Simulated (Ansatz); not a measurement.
We consider cubic perovskite SrVO3, described by r²SCAN in Ansatz (plane waves, PAW).

Settings: plane-wave cutoff 600 eV, 18×18×18 k mesh, Fermi–Dirac smearing 0.042 eV (set by the program), no spin polarisation, scalar-relativistic PAW data made under PBE.

Computed at the level's own relaxed cell.

Hill averages of the elastic tensor: K = 201.9 GPa, G = 120.0 GPa. Volume 11.219 Å³/atom, mean atomic mass 37.312 u.

Work out the density, the sound velocities of a polycrystal and the elastic Debye temperature, and Pugh's ratio at this level.

ρ = 1.66054 × 37.312/11.219 = 5.523 g/cm³. v_l = √[(K + 4G/3)/ρ] = 8.095 km/s and v_t = √(G/ρ) = 4.661 km/s. The mean follows from 3/v_m³ = 1/v_l³ + 2/v_t³: v_m = 5.176 km/s. Θ_D = (ħ/k_B) v_m (6π²/V)^(1/3) = 76.38 K Å s/km × 5.176 × 1.7411 Å⁻¹ = 688 K, counting all atoms of the cell. K/G = 1.68, to be set beside Pugh's rough bound of 1.75 between brittle and ductile metals.

Ansatz is a quantum-chemistry and plane-wave program.
